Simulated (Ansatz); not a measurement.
**Response to strain in MoSi2**

Consider MoSi2 (space group I4/mmm, No. 139; a = 3.2168 Å, c = 7.8746 Å; relaxed with 0.1 eV smearing). Axes: x, y, z lie along a, b, c of the conventional cell.

Strains are applied to the cell and any free atomic positions relax.

Level of theory: Ansatz (a first-principles code), PBE, PAW, cutoff 420 eV, without spin-orbit coupling.

Notes on the quantities. energy relative to the base: free energy F.

```csv
uniaxial strain ε_zz (%),energy relative to the base (meV/atom)
-3,20.4
-2.5,14.0
-2,?
-1.5,4.9
-1,2.1
-0.5,0.5
0,0.0
```

Question: Fit ΔE = Aε² + Bε³ (ε in %) to the rows shown and predict the withheld row.

Answer: Least squares on the printed values gives A = 2.08 and B = -0.063 meV/atom (largest residual 0.0 meV/atom); this predicts 8.8 meV/atom, and the run gives 8.8 meV/atom, in agreement.

Stability against distortions was not tested. All final runs are without spin polarisation.
